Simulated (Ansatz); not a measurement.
**Li on the 1x1 (101) surface of anatase TiO2 (cut with top plane O), one in a 2x1 cell, started at the site 'top O #2'**

Host crystal: anatase TiO2, with a band gap (PBE, scalar-relativistic without spin-orbit coupling).

These are PBE (plane waves to 420 eV, PAW; Ansatz, a first-principles code) values and carry that method's errors.

Set-up: 37 atoms, 9.4 Å thick at the start under the adsorbate (thin: gaps and levels are the slab's own); mesh 3x4x1; 0.01 eV smearing; dipole correction on; 14 atoms held, the rest relaxed; no symmetry held; spin-polarised, ending with about 0.5 μB a cell, a value that depends on the mesh; orders that need a larger cell were not tried, no spin-orbit, no U, no dispersion correction. The slab shows no gap over 0.04 eV on its mesh. At the end it is bonded to 3 O + 4 Ti. In PBE it is, or lies within 0.03 eV of, the lowest of the starts that converged.

```json
{
  "adsorption energy against an atom of bcc Li": "-1.58 eV",
  "work_function_of_the_top_face": "3.16 eV",
  "change_of_the_step_from_the_bottom_to_the_top_vacuum_level_against_the_clean_slab": "-1.67 eV",
  "energy_released_by_relaxation": "2.13 eV",
  "height of the binding atom over the mean of the host atoms within 0.3 Å of the top one": "0.308 Å",
  "nearest_host_atoms_of_the_binding_atom": "O at 1.88 Å, O at 1.88 Å, O at 1.99 Å",
  "largest_move_of_a_host_atom": "0.26 Å",
  "note": "in the relaxation the adsorbate left its starting site by 2.3 Å",
  "cost": "very roughly 110 core-minutes"
}
```

A negative adsorption energy means that the adsorbate is more stable on the surface than in its reference.
